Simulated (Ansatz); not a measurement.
**Response to strain in InAs**

The parent structure is InAs in the zinc blende structure (space group F-43m, No. 216; a = 6.1096 Å). Axes: x, y, z lie along the cube axes.

Strains are applied to the cell and any free atomic positions relax; under biaxial strain the out-of-plane vector relaxes too.

Computed with r2SCAN (Ansatz, a program for electronic structure, PAW, no spin-orbit coupling).

Notes on the quantities. pressure: mean of the normal stresses, compression positive; energy relative to the base: free energy F.

| variant | ratio −ε⊥/ε∥ | pressure | energy relative to the base |
|---|---|---|---|
| base | – | 0.0 kbar | 0 meV/atom |
| biaxial strain −3.00 %, plane normal [001], relaxed out of plane | [?] | [?] | [?] |
| biaxial strain −2.50 %, plane normal [001], relaxed out of plane | 1.07 | 14.2 kbar | +9.2 meV/atom |
| biaxial strain −2.00 %, plane normal [001], relaxed out of plane | 1.07 | 11.1 kbar | +5.8 meV/atom |
| biaxial strain −1.50 %, plane normal [001], relaxed out of plane | 1.07 | 8.2 kbar | +3.2 meV/atom |
| biaxial strain −1.00 %, plane normal [001], relaxed out of plane | 1.07 | 5.4 kbar | +1.4 meV/atom |
| biaxial strain −0.50 %, plane normal [001], relaxed out of plane | – | 2.6 kbar | +0.3 meV/atom |

### Question
Complete the table.

### Answer

- biaxial strain −3.00 %, plane normal [001], relaxed out of plane, ratio −ε⊥/ε∥: 1.06
- biaxial strain −3.00 %, plane normal [001], relaxed out of plane, pressure: 17.3 kbar
- biaxial strain −3.00 %, plane normal [001], relaxed out of plane, energy relative to the base: +13 meV/atom

No phonon test of stability was made.
